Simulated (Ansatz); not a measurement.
Base system: Mo in the bcc (W type) structure (space group Im-3m, No. 229; a = 3.130 Å; relaxed with 0.1 eV smearing). Axes: x, y, z lie along the cube axes.

All numbers come from Kohn–Sham DFT with the PBEsol functional, run in Ansatz (a first-principles code) with PAW and 420 eV plane waves, spin-orbit coupling left out.

It is then changed as follows: a pure shear with ε_xy = ε_yx = 0.0114, atoms relaxed at fixed cell.

Predict the stress tensor and what it implies for the stiffness.

Stress of the strained cell less that of the base (GPa, compression positive):
```
    0.1    -2.4     0.0
   -2.4     0.1     0.0
    0.0     0.0     0.1
```

Then −Δσ/γ with γ = 2ε = 0.0228 gives relaxed-ion elastic constants: C66 ≈ 105 GPa.

Stability against distortions was not tested. All final runs are without spin polarisation.
